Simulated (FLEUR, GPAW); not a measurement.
A GPAW input for a self-consistent single point of CoIr (R-3m, 2 atoms in the cell) (DFT PBEsol, plane waves, GPAW PAW datasets PBEsol (made by gpaw-setup)):

```python
from ase import Atoms
from ase.units import GPa
from gpaw import GPAW, PW

atoms = Atoms(['Co', 'Ir'],
              cell=[[1.324210, 0.764533, 4.164777],
                    [-1.324210, 0.764533, 4.164777],
                    [0.000000, -1.529066, 4.164777]],
              scaled_positions=[[0.000000, 0.000000, 0.000000],
                                [0.500000, 0.500000, 0.500000]],
              pbc=True)

atoms.set_initial_magnetic_moments([3.0, 0.0])

calc = GPAW(spinpol=True,
            mode=PW(800),
            xc='PBEsol',
            kpts={'size': (12, 12, 12), 'gamma': True},
            occupations={'name': 'methfessel-paxton', 'width': 0.136, 'order': 0},
            nbands=-6,
            convergence={'density': 1e-05},
            symmetry={'symmorphic': False, 'tolerance': 0.0005},
            maxiter=120,
            txt='-')

atoms.calc = calc

energy = atoms.get_potential_energy()
print('Energy (eV):', round(energy, 6))
forces = atoms.get_forces()
print('Forces (eV/Ang):')
print(forces.round(5))
stress = atoms.get_stress()
print('Stress (GPa, Voigt):', (stress / GPa).round(4))
```

### Question
Give the FLEUR input for the same structure, mesh, smearing and functional.

### Answer
This is the input that was run; spellings and numerical settings could be chosen otherwise.

Input of the input generator:

```
CoIr FLAPW
&input film=f /
0.2984741270 0.1723241176 0.9387319074
-0.2984741270 0.1723241176 0.9387319074
0.0000000000 -0.3446482351 0.9387319074
8.3839569507
1.0 1.0 1.0

2
27 0.0000000000 0.0000000000 0.0000000000 : 3.00
77 0.5000000000 0.5000000000 0.5000000000 : 0.00

&comp jspins=2 /
&exco xctyp='PBEs' /
&kpt div1=12 div2=12 div3=12 gamma=t /
&end /
```

```xml
<?xml version="1.0" encoding="UTF-8" standalone="no"?>
<fleurInput fleurInputVersion="0.39">
   <comment>
      CoIr FLAPW                                                                                          
   </comment>
   <calculationSetup>
      <cutoffs Kmax="3.6" Gmax="14.4" GmaxXC="14.4" numbands="0"/>
      <scfLoop itmax="60" minDistance="0.00001" maxIterBroyd="40" imix="Anderson" alpha="0.05" precondParam="0.0" spinf="2.0"/>
      <coreElectrons ctail="T" frcor="F" kcrel="0" coretail_lmax="0"/>
      <xcFunctional name="PBEs" relativisticCorrections="F"/>
      <magnetism jspins="2"/>
      <soc l_soc="F" theta="0.0" phi="0.0" spav="F"/>
      <expertModes spex="0" secvar="F"/>
      <geometryOptimization l_f="T" forcealpha="1.0" forcemix="BFGS" epsdisp="0.00001" epsforce="0.00001"/>
      <ldaU l_linMix="F" mixParam="0.05" spinf="1.0"/>
   </calculationSetup>
   <cell>
      <bzIntegration valenceElectrons="30.0" mode="gauss" fermiSmearingEnergy="0.00499791">
         <kPointListSelection listName="default-1"/>
         <!-- k-points included here -->
         <xi:include xmlns:xi="http://www.w3.org/2001/XInclude" href="kpts.xml"> </xi:include>
      </bzIntegration>
      <!-- symmetry operations included here -->
      <xi:include xmlns:xi="http://www.w3.org/2001/XInclude" href="sym.xml"> </xi:include>
      <bulkLattice scale="1.0">
         <bravaisMatrix>
            <row-1>    2.5023942316657646     1.4447579835257642     7.8702878998900987</row-1>
            <row-2>   -2.5023942316657646     1.4447579835257642     7.8702878998900987</row-2>
            <row-3>    0.0000000000000000    -2.8895159662131324     7.8702878998900987</row-3>
         </bravaisMatrix>
      </bulkLattice>
   </cell>
   <atomSpecies>
      <species name="Cobalt (Co3.000" element="Co" atomicNumber="27">
         <mtSphere radius="2.23" gridPoints="787" logIncrement="0.016"/>
         <atomicCutoffs lmax="8" lnonsphr="6"/>
         <electronConfig flipSpins="F">
            <coreConfig>(1s1/2) (2s1/2) (2p1/2) (2p3/2) (3s1/2)</coreConfig>
            <valenceConfig>(3p1/2) (3p3/2) (4s1/2) (3d3/2) (3d5/2)</valenceConfig>
            <stateOccupation state="(3d3/2)" spinUp="2.0" spinDown="0.8"/>
            <stateOccupation state="(3d5/2)" spinUp="3.0" spinDown="1.2"/>
         </electronConfig>
         <energyParameters s="4" p="4" d="3" f="4"/>
         <lo type="SCLO" l="1" n="3" eDeriv="0"/>
      </species>
      <species name="Iridium (Ir)" element="Ir" atomicNumber="77">
         <mtSphere radius="2.23" gridPoints="787" logIncrement="0.017"/>
         <atomicCutoffs lmax="8" lnonsphr="6"/>
         <electronConfig flipSpins="F">
            <coreConfig>(1s1/2) (2s1/2) (2p1/2) (2p3/2) (3s1/2) (3p1/2) (3p3/2) (4s1/2) (3d3/2) (3d5/2) (4p1/2) (4p3/2) (5s1/2) (4d3/2) (4d5/2) (4f5/2) (4f7/2)</coreConfig>
            <valenceConfig>(5p1/2) (5p3/2) (6s1/2) (5d3/2) (5d5/2)</valenceConfig>
            <stateOccupation state="(5d3/2)" spinUp="1.4" spinDown="1.4"/>
            <stateOccupation state="(5d5/2)" spinUp="2.1" spinDown="2.1"/>
         </electronConfig>
         <energyParameters s="6" p="6" d="5" f="5"/>
         <lo type="SCLO" l="1" n="5" eDeriv="0"/>
      </species>
   </atomSpecies>
   <atomGroups>
      <atomGroup species="Cobalt (Co3.000">
         <relPos label="                   1">.0000000000 .0000000000 .0000000000</relPos>
         <force calculate="T" relaxXYZ="TTT"/>
      </atomGroup>
      <atomGroup species="Iridium (Ir)">
         <relPos label="                   2">1.000/2.000 1.000/2.000 1.000/2.000</relPos>
         <force calculate="T" relaxXYZ="TTT"/>
      </atomGroup>
   </atomGroups>
   <output dos="F" band="F" slice="F">
      <checks vchk="F" cdinf="F"/>
      <bandDOS minEnergy="-.5*Htr" maxEnergy="0.5*Htr" sigma="0.015" storeEVData="T"/>
      <vacuumDOS vacdos="F" integ="F" star="F" nstars="0" locx1="0.0" locy1="0.0" locx2="0.0" locy2="0.0" nstm="0" tworkf="0.0"/>
      <unfoldingBand unfoldBand="F" supercellX="1" supercellY="1" supercellZ="1"/>
      <plotting iplot="0" polar="F">
         <plot TwoD="T" vec1="  1.0  0.0  0.0" vec2="  0.0  1.0  0.0" vec3="  0.0  0.0  1.0" zero="  0.0  0.0  0.0" file="plot"/>
      </plotting>
      <chargeDensitySlicing numkpt="0" minEigenval="0.0" maxEigenval="0.0" nnne="0" pallst="F"/>
      <specialOutput eonly="F"/>
      <magneticCircularDichroism mcd="F" energyLo="-10.0" energyUp="0.0"/>
   </output>
  <!-- We include the file relax.xml here to enable relaxations (see documentation) -->
  <xi:include xmlns:xi="http://www.w3.org/2001/XInclude" href="relax.xml"> <xi:fallback/> </xi:include>
</fleurInput>
```

Basis settings and potentials, where a program has them, do not carry over. This input uses DFT, PBEsol, all-electron FLAPW (FLEUR), scalar-relativistic valence. Both were run: size of the net moment 0.77 μB/atom in GPAW and 0.77 in FLEUR.

On GPAW: the starting cell comes from a database of computed structures (which also holds hypothetical and non-ambient phases and stackings), without a prior relaxation at this level. Spin-orbit coupling is off. With one magnetic atom in the cell only a parallel order is possible. With a pressure of about -5 GPa the cell is away from its equilibrium volume at this level.

On FLEUR: the starting cell comes from a database of computed structures (which also holds hypothetical and non-ambient phases and stackings), without a prior relaxation at this level. Spin-orbit coupling is off. With one magnetic atom in the cell only a parallel order is possible. Values depend on the basis (sphere radii, cutoffs, local orbitals), which need not be converged.
